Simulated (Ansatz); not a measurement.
Abridged Ansatz (an electronic-structure program) output:

```
Relaxation: its limit of steps is 50 (relax.max_steps)
Pseudopotential: Y, paw, valence charge 11
Crystal: 2 atoms, lattice volume = 66.821 Å³
Basis set: ecut = 500 eV, 1717 PW (Γ), exchange–correlation on 108×108×180 points (64 copies of the dense FFT grid, shifted against one another)
Bands: 15, of which v1, the nominal top of the filled ones, is band 11 counted from 1 (10 counted from 0)
Symmetry: 2 space group operations
k-points: 1624 of 3240
Functional: x = r2scan, c = r2scan; τ floored in thin density (d = 2e-4 eV/Å³)
SCF iter   1: F=—  HF=-7719.439318 eV  |F-HF|=—  |Δ(HF+E_count)|=         —  Δρ=1.65e-2  dr2=2.61e-1  dr2_τ=3.34e-3  ethr=1.20e-3  ⟨swp⟩=1.0  Hψ=144497  notcnv=0
SCF iter   2: F=—  HF=-7719.522192 eV  |F-HF|=—  |Δ(HF+E_count)|=   8.29e-2  Δρ=1.12e-2  dr2=1.22e-1  dr2_τ=1.37e-3  ethr=1.19e-3  ⟨swp⟩=3.0  Hψ=43181  notcnv=0
SCF 1 converged in 9 iterations: F = -7719.509521 eV  dr2 = 2.18e-11
relax step   1: F+E_penalty+E_count = -7719.50952055 eV  Δ(F+E_penalty+E_count) = +0.000e0 eV  max|allowed force component| = 5.583e-4 eV/Å  Δτ_max = 0.0000 Å  (9 SCF iters, accepted)
Crystal: 2 atoms, lattice volume = 66.821 Å³
SCF iter   1: F=—  HF=-7719.509521 eV  |F-HF|=—  |Δ(HF+E_count)|=         —  Δρ=1.74e-7  dr2=2.18e-11  dr2_τ=2.88e-12  ethr=1.00e-12  ⟨swp⟩=1.0  Hψ=148833  notcnv=0
SCF iter   2: F=-7719.509521 eV  HF=-7719.509521 eV  |F-HF|=4.55e-12  |Δ(HF+E_count)|=  1.09e-11  Δρ=1.19e-7  dr2=1.05e-11  dr2_τ=1.86e-13  ethr=1.00e-12  ⟨swp⟩=3.0  Hψ=65033  notcnv=0
SCF 2 converged in 2 iterations: F = -7719.509521 eV  dr2 = 1.05e-11
SCF converged after 2 iterations
Free energy (F): -7719.509521 eV
Internal energy: -7719.394030 eV  (E = F + TS)
E sigma→0 (E₀):  -7719.451775 eV
Entropy (-TS):   -0.115490 eV (-57.745 meV/atom)
Fermi energy:    9.214404 eV
--- Forces (eV/Å), atoms counted from 1 ---
  atom   1  Y      0.00030515     0.00055834     0.00002660
  atom   2  Y     -0.00030515    -0.00055834    -0.00002660
--- Stress (GPa, compression-positive) ---
        0.229313      -0.065539      -0.384849
       -0.065539       0.152898      -0.575253
       -0.384849      -0.575253       0.187140
  P = ⅓ Tr σ = 0.1898 GPa (1.898 kbar)
--- Relaxed structure (1 steps of the walk, 1 accepted, 0 SCFs on fresh bases) ---
  atoms:
    - { symbol: Y, position: [0.3333333332999999, 0.6666666667000001, 0.75] }
    - { symbol: Y, position: [0.6666666666999999, 0.3333333333, 0.24999999999999997] }
```

### Question
What was computed, and what are the main results?

### Answer
Y, 2 atoms in the cell, with Ansatz r2SCAN, no spin-orbit coupling, earlier PAW set. The last SCF converged to F = -7719.509521 eV, or -3859.7548 eV per atom, at a pressure of 0.19 GPa. The total energy compares only with runs of the same code, potentials and settings.

The cells carry an imposed strain or load. Whether these cells are dynamically stable was not tested. All final runs are without spin polarisation. The cell was made from Y in the hcp (Mg type) structure (space group P6_3/mmc, No. 194) by this change: strain tensor (xx, yy, zz, yz, xz, xy) = (−0.23, −0.11, −0.10, +1.24, +0.83, +0.10) %.

Keys are those of Ansatz 0.2.
